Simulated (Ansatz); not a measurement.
**Fe₃C (P6₃22, No. 182; cell taken from a computed entry)**

These are r²SCAN+rVV10 in Ansatz (plane waves, PAW) values and carry that method's errors.

Settings: plane-wave cutoff 500 eV, 12×12×10 k mesh (along the axes of the cell as run), Fermi–Dirac smearing 0.05 eV, spin-polarised start, scalar-relativistic PAW data made under PBE.

Cell (relaxed at this level):

```yaml
crystal:
  lattice:
    - [4.65204, 0.00000, 0.00000]
    - [-2.32602, 4.02878, 0.00000]
    - [0.00000, 0.00000, 4.30603]
  atoms:
    - { symbol: Fe, position: [0.00000, 0.68398, 0.50000] }
    - { symbol: Fe, position: [0.31602, 0.00000, 0.00000] }
    - { symbol: Fe, position: [0.31602, 0.31602, 0.50000] }
    - { symbol: Fe, position: [0.00000, 0.31602, 0.00000] }
    - { symbol: Fe, position: [0.68398, 0.00000, 0.50000] }
    - { symbol: Fe, position: [0.68398, 0.68398, 0.00000] }
    - { symbol: C, position: [0.66667, 0.33333, 0.75000] }
    - { symbol: C, position: [0.33333, 0.66667, 0.25000] }
```

```yaml
band_gap: none
```

Note: the magnetic order was assumed, not searched for or taken from measurement; a magnet's gap depends somewhat on the PAW data; the relaxation could not lower the start's symmetry, so the cell can be a saddle point above a distorted one.

Computed values are for the static lattice.

Ansatz is a program for electronic structure.
